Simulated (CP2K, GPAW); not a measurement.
A GPAW input for a self-consistent single point of Pb (Fm-3m, 1 atom in the cell) (DFT PBE, plane waves, GPAW PAW datasets PBE (gpaw-data 1.0.1)):

```python
from ase import Atoms
from ase.units import GPa
from gpaw import GPAW, PW, FermiDirac

atoms = Atoms(['Pb'],
              cell=[[0.000000, 2.472731, 2.472731],
                    [2.472731, 0.000000, 2.472731],
                    [2.472731, 2.472731, 0.000000]],
              scaled_positions=[[0.000000, 0.000000, 0.000000]],
              pbc=True)

calc = GPAW(mode=PW(550),
            xc='PBE',
            kpts=(11, 11, 11),
            occupations=FermiDirac(0.05),
            nbands=-9,
            symmetry={'symmorphic': False, 'tolerance': 0.0005},
            maxiter=120,
            txt='-')

atoms.calc = calc

energy = atoms.get_potential_energy()
print('Energy (eV):', round(energy, 6))
forces = atoms.get_forces()
print('Forces (eV/Ang):')
print(forces.round(5))
stress = atoms.get_stress()
print('Stress (GPa, Voigt):', (stress / GPa).round(4))
```

### Question
Give the CP2K input for the same structure, mesh, smearing and functional.

### Answer
This is the input that was run; spellings and numerical settings could be chosen otherwise.

```
&GLOBAL
  PROJECT pb
  RUN_TYPE ENERGY_FORCE
  PRINT_LEVEL MEDIUM
&END GLOBAL
&FORCE_EVAL
  METHOD Quickstep
  STRESS_TENSOR ANALYTICAL
  &DFT
    BASIS_SET_FILE_NAME BASIS_MOLOPT
    POTENTIAL_FILE_NAME GTH_POTENTIALS
    &QS
      METHOD GPW
      EPS_DEFAULT 1E-10
    &END QS
    &MGRID
      CUTOFF 400
      REL_CUTOFF 50
      NGRIDS 4
    &END MGRID
    &SCF
      SCF_GUESS ATOMIC
      EPS_SCF 1E-6
      MAX_SCF 100
      ADDED_MOS 4
      &DIAGONALIZATION
        ALGORITHM STANDARD
      &END DIAGONALIZATION
      &MIXING
        METHOD BROYDEN_MIXING
        ALPHA 0.2
        NBUFFER 10
        BETA 1.5
      &END MIXING
      &SMEAR ON
        METHOD FERMI_DIRAC
        ELECTRONIC_TEMPERATURE [K] 580.23
      &END SMEAR
    &END SCF
    &KPOINTS
      SCHEME MONKHORST-PACK 11 11 11
    &END KPOINTS
    &XC
      &XC_FUNCTIONAL PBE
      &END XC_FUNCTIONAL
    &END XC
    &PRINT
      &MO
        EIGENVALUES T
        OCCUPATION_NUMBERS T
        NDIGITS 8
        FILENAME mo
        &EACH
          QS_SCF 0
        &END EACH
        ADD_LAST NUMERIC
      &END MO
      &MULLIKEN ON
      &END MULLIKEN
    &END PRINT
  &END DFT
  &SUBSYS
    &CELL
      ABC 3.49697000 3.49697012 3.49696988
      ALPHA_BETA_GAMMA 60.00000391 59.99999885 60.00000118
      PERIODIC XYZ
    &END CELL
    &COORD
      Pb       0.00000000     0.00000000     0.00000000
    &END COORD
    &KIND Pb
      BASIS_SET DZVP-MOLOPT-SR-GTH-q4
      POTENTIAL GTH-PBE-q4
    &END KIND
  &END SUBSYS
  &PRINT
    &FORCES ON
    &END FORCES
    &STRESS_TENSOR ON
    &END STRESS_TENSOR
  &END PRINT
&END FORCE_EVAL
```

Basis settings and potentials, where a program has them, do not carry over. This input uses DFT PBE, GPW, DZVP-MOLOPT-SR-GTH basis, GTH-PBE potentials (GTH_POTENTIALS). Both were run: pressure 2.06 GPa in GPAW and 2.55 in CP2K.

On CP2K: the starting cell comes from a database of computed structures (which also holds hypothetical and non-ambient phases and stackings), without a prior relaxation at this level. Its lattice was rescaled by a random factor within 2.5 % of one. For this run, on top of that: lattice scaled by 0.98. Values carry the incompleteness of an atom-centred basis.

On GPAW: the starting cell comes from a database of computed structures (which also holds hypothetical and non-ambient phases and stackings), without a prior relaxation at this level. Its lattice was rescaled by a random factor within 2.5 % of one. For this run, on top of that: lattice scaled by 0.98.
